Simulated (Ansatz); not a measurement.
## CuAu, response to strain

Take CuAu (space group P4/mmm, No. 123; a = 2.8129 Å, c = 3.5930 Å; relaxed with 0.1 eV smearing) as the base. Axes: x, y, z lie along a, b, c of the conventional cell.

Strains are applied to the cell and any free atomic positions relax.

The values are results of PBEsol (Ansatz, a program for electronic structure, PAW, no spin-orbit coupling), not measurements.

Notes on the quantities. energy relative to the base: free energy F.

```tsv
uniaxial strain ε_xx (%)	energy relative to the base (meV/atom)
-3	9.6
-2.5	6.5
-2	4.1
-1.5	2.3
-1	?
-0.5	0.2
0	0.0
```

**Question.** Fit ΔE = Aε² + Bε³ (ε in %) to the rows shown and predict the withheld row.

**Answer.** Least squares on the printed values gives A = 0.945 and B = -0.040 meV/atom (largest residual 0.0 meV/atom); this predicts 1.0 meV/atom, and the run gives 1.0 meV/atom, in agreement.

Whether these cells are dynamically stable was not tested. The final runs are not spin-polarised.
